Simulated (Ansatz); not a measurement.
# PbGeO3: response to strain

Base system: PbGeO3 in the cubic perovskite structure (space group Pm-3m, No. 221; a = 3.841 Å; a cell from a computed database, its experimental status unchecked). Axes: x, y, z lie along the cube axes.

Strains are applied to the cell and any free atomic positions relax; under stress the whole cell relaxes.

Level of theory: PBEsol in Ansatz (plane waves to 420 eV, PAW, no spin-orbit coupling).

Notes on the quantities. energy relative to the base: free energy F.

```tsv
variant	energy relative to the base	pressure	shortest interatomic distance	space group
base	0 meV/atom	0.0 GPa	1.920 Å	Pm-3m (No. 221)
isotropic strain −1.54 %	+15 meV/atom	9.5 GPa	1.891 Å	Pm-3m (No. 221)
isotropic strain +2.55 %	…	-11.1 GPa	1.969 Å	Pm-3m (No. 221)
uniaxial strain ε_xx = −1.45 %	+2.2 meV/atom	2.8 GPa	1.893 Å	P4/mmm (No. 123)
uniaxial stress, 5 GPa tension along z	+4.8 meV/atom	–	…	P4/mmm (No. 123)
```

Some entries are withheld; estimate them.


- isotropic strain +2.55 %, energy relative to the base: +33 meV/atom
- uniaxial stress, 5 GPa tension along z, shortest interatomic distance: 1.906 Å

A case with no gap was solved on a k-mesh chosen for an insulator, which is coarse for it. Without a gap, meshes like the base's 9×9×9 leave anisotropic stresses uncertain by several tenths of a GPa, and small strain energies with them. Beyond what the load breaks, stability against distortions was not tested. The final runs are not spin-polarised. Many cubic perovskites are stable only at high temperature; tilts and polar distortions were not tested.

Ansatz is a first-principles code.
